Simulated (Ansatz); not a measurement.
NiAs-type NiSb was calculated with PBE (Ansatz, an electronic-structure program, plane waves, PAW).

Settings: plane-wave cutoff 520 eV, 18×18×12 k mesh (along the axes of the cell as run), Fermi–Dirac smearing 0.067 eV (set by the program), no spin polarisation, scalar-relativistic PAW data made under PBE.

Computed at the level's own relaxed cell.

Elastic tensor (GPa, Voigt notation, ions relaxed):

```
  171.5    88.0    77.4     0.0     0.0     0.0
   88.0   171.5    77.4     0.0     0.0     0.0
   77.4    77.4   176.9     0.0     0.0     0.0
    0.0     0.0     0.0    59.0     0.0     0.0
    0.0     0.0     0.0     0.0    59.0     0.0
    0.0     0.0     0.0     0.0     0.0    41.7
```

Task: Work out the Voigt, Reuss and Hill averages of the bulk and shear moduli, Young's modulus and Poisson's ratio from the printed constants.

Result: K_V = [C11 + C22 + C33 + 2(C12 + C13 + C23)]/9 = [519.9 + 2 × 242.8]/9 = 111.7 GPa. G_V = [519.9 − 242.8 + 3 × 159.7]/15 = 50.4 GPa. From the compliances S = C⁻¹, K_R = 111.7 and G_R = 49.2 GPa. Hill means: K = 111.7, G = 49.8 GPa. E = 9KG/(3K + G) = 130 GPa, ν = (3K − 2G)/(6K + 2G) = 0.31, K/G = 2.24.
